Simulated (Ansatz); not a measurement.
Consider Sn in the diamond structure (space group Fd-3m, No. 227; relaxed with 0.1 eV smearing).

```xyz
2
Lattice="0.0000 3.2372 3.2372 3.2372 0.0000 3.2372 3.2372 3.2372 0.0000" Properties=species:S:1:pos:R:3 pbc="T T T"
Sn     0.0000     0.0000     0.0000
Sn     1.6186     1.6186     1.6186
```

Cartesian axes are those of the cell as printed.

All numbers come from plane-wave PAW DFT at the LDA level (Ansatz, a first-principles code, 420 eV), scalar-relativistic without spin-orbit coupling.

Strains are applied to the cell and any free atomic positions relax.

One change was made to it. Results:

The energy rises by 1.6 meV/atom; the largest internal atomic displacement is 0.013 Å; the shortest interatomic distance drops by 0.0065 Å (2.804 Å → 2.797 Å).

**Question.** Which of these changes matches the shifts?
A. tensor shear ε_xy = +1.71 %
B. tensor shear ε_xy = +1.14 %
C. tensor shear ε_xy = +2.00 %

**Answer.** B, tensor shear ε_xy = +1.14 %. For comparison, the energy relative to the base in the other runs: tensor shear ε_xy = +2.00 % gives +4.9 meV/atom; tensor shear ε_xy = +1.71 % gives +3.6 meV/atom.

Stability against distortions was not tested.
